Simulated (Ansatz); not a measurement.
Tunnelling through a barrier is set by its complex band structure: the current falls as exp(−2κd) with the smallest κ.

```yaml
crystal:
  lattice:
    - [3.99488, 0.00000, 0.00000]
    - [0.00000, 5.64961, 0.00000]
    - [0.00000, 2.82481, 2.82481]
  atoms:
    - { symbol: K, position: [0.50000, 0.50000, 0.00000] }
    - { symbol: Ta, position: [0.00000, 0.00000, 0.00000] }
    - { symbol: O, position: [0.00000, 0.00000, 0.50000] }
    - { symbol: O, position: [0.00000, 0.50000, 0.50000] }
    - { symbol: O, position: [0.50000, 0.00000, 0.00000] }
```

The cell is taken as given; by LDA it stands under a pressure of -6.6 GPa.

Transport runs along the normal of the first two printed cell vectors, the (110) plane of the conventional cell.

The gap is the functional's own. No spin-orbit coupling. Mid-gap values are those at the computed energy nearest the middle.

Question: Give the band gap and the smallest decay constant κ at mid-gap that LDA in Ansatz (a first-principles code) yields.

Answer: Gap 2.06 eV on a 10×10×10 mesh; κ = 0.209 1/Å, at the zone centre.
